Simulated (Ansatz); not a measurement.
Base system: WSi2 (space group I4/mmm, No. 139; a = 3.212 Å, c = 7.804 Å).

Structures relaxed with r2SCAN in Ansatz (plane waves to 500 eV, PAW, scalar-relativistic without spin-orbit coupling).

Base:

Simulated powder pattern, Cu Kα1, λ = 1.54056 Å (kinematic, ideal powder, no thermal factors, no anomalous dispersion; the 8 strongest lines at most, above 2 %, up to 2θ = 90°):

```csv
2θ (°),I/Imax (%),hkl
22.77,49,(002)
30.06,100,(101)
39.66,59,(110)
44.80,84,(103)
46.22,33,(112)
57.33,20,(200)
66.09,23,(211)
75.56,37,(213)
```

Now apply this change: full substitution Si → Pb; the structure is relaxed again.

Predict the new powder pattern.


Simulated powder pattern, Cu Kα1, λ = 1.54056 Å (kinematic, ideal powder, no thermal factors, no anomalous dispersion; the 8 strongest lines at most, above 2 %, up to 2θ = 90°):

| 2θ (°) | d (Å) | I/Imax (%) | hkl |
|---|---|---|---|
| 34.49 | 2.598 | 62 | (110) |
| 36.79 | 2.441 | 100 | (103) |
| 49.58 | 1.837 | 23 | (200) |
| 63.31 | 1.468 | 43 | (213) |
| 67.72 | 1.383 | 16 | (116) |
| 78.27 | 1.220 | 11 | (206) |
| 83.05 | 1.162 | 11 | (310) |
| 84.40 | 1.147 | 10 | (303) |

The indices refer to each structure's own conventional cell; one index is shown for lines that coincide.

Stability against distortions was not tested. As relaxed here, Pb2W is a hypothetical phase, not in the database extracts checked. The final runs are not spin-polarised. Pb2W has a high density of states at the Fermi level and may be magnetic at this level.

Ansatz is a quantum-chemistry and plane-wave program.
